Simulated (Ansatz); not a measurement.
Response to strain in SiC

Consider SiC in the wurtzite structure (space group P6_3mc, No. 186; a = 3.056 Å, c = 5.016 Å).

Strains are applied to the cell and any free atomic positions relax.

Level of theory: plane-wave PAW DFT at the LDA level (Ansatz, an electronic-structure program, 420 eV), no spin-orbit coupling.

Notes on the quantities. energy relative to the base: free energy F.

```csv
isotropic strain (%),energy relative to the base (meV/atom)
-3,64.4
-2.4,?
-1.8,22.4
-1.2,9.8
-0.6,2.4
0,0.0
```

Fit ΔE = Aε² + Bε³ (ε in %) to the rows shown and predict the withheld row.

Least squares on the printed values gives A = 6.56 and B = -0.20 meV/atom (largest residual 0.0 meV/atom); this predicts 40.5 meV/atom, and the run gives 40.5 meV/atom, in agreement.

Whether these cells are dynamically stable was not tested.
